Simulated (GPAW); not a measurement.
Pressure against volume in fluorite-structure CdF2 (space group 225) (GPAW, PBEsol)

```yaml
crystal:
  lattice:
    - [0.00000, 2.61675, 2.61675]
    - [2.61675, 0.00000, 2.61675]
    - [2.61675, 2.61675, 0.00000]
  atoms:
    - { symbol: Cd, position: [0.00000, 0.00000, 0.00000] }
    - { symbol: F, position: [0.25000, 0.25000, 0.25000] }
    - { symbol: F, position: [0.75000, 0.75000, 0.75000] }
```

Computed with PBEsol, GPAW PAW datasets PBEsol (made by gpaw-setup) (plane waves; GPAW). Settings: mode = pw; ecut = 1040 eV; xc = PBEsol; kpts = 11 11 11; mesh shift (steps) = 0 0 0; occupations.name = fermi-dirac; occupations.width = 0.01 eV; nbands = -4; convergence.forces = 0.001 eV/Å; convergence.bands = -2; symmetry.symmorphic = false; symmetry.tolerance = 0.0005; maxiter = 150. The cell above is the first row's. The rows scale it uniformly. In all rows fractional positions and the k mesh are held.

```csv
V (Å^3/atom),P (GPa)
11.945,?
12.205,6.69
12.465,3.78
12.724,1.22
12.984,-1.07
13.244,-3.09
13.503,-4.90
13.763,-6.50
14.023,-7.92
```

**Question.** Fit P against V with a cubic, and predict the withheld value at V = 11.945.

**Answer.** With u = V - 13.1, the rows have u = -0.8950, -0.6350, -0.3760, -0.1160, 0.1440, 0.4030, 0.6630, 0.9230. Least squares gives P = -2.007 - 7.8541·u + 1.8240·u² - 0.2819·u³. Residuals (row less fit): 0.004, -0.008, 0.001, 0.001, 0.011, -0.006, -0.005, 0.004; standard error 0.008 (degrees of freedom: 4). The fitted pressure is zero at V0 = 12.86, where dP/dV = -8.784, so B0 = -V0·dP/dV = 113 GPa. At the withheld row, u = -1.1550, so P = -2.007 - 7.8541 × (-1.1550) + 1.8240 × (-1.1550)² - 0.2819 × (-1.1550)³ = 9.932 GPa. The calculation gives 9.96 GPa, 0.028 GPa above the prediction (0.2 % of the range of P in the table). The row lies outside the fitted rows, so this is an extrapolation. From the scatter of the fitted rows alone, a prediction at this place has a standard error of 0.022 GPa, so the miss is 1.3 times that.

Carrying the step between the two nearest rows on in a straight line would have given 9.60, off by 0.36; series whose last step already gives the withheld value aren't shown. The scan was laid around a cell of about the measured size, scaled by a guess for this functional. The runs keep the symmetry of the cell, so they don't test it for distortions. Cutoffs and mesh are single choices, not tested for convergence of this quantity. Series with a scatter that would blur these digits, or in which a gap closes, are not shown.
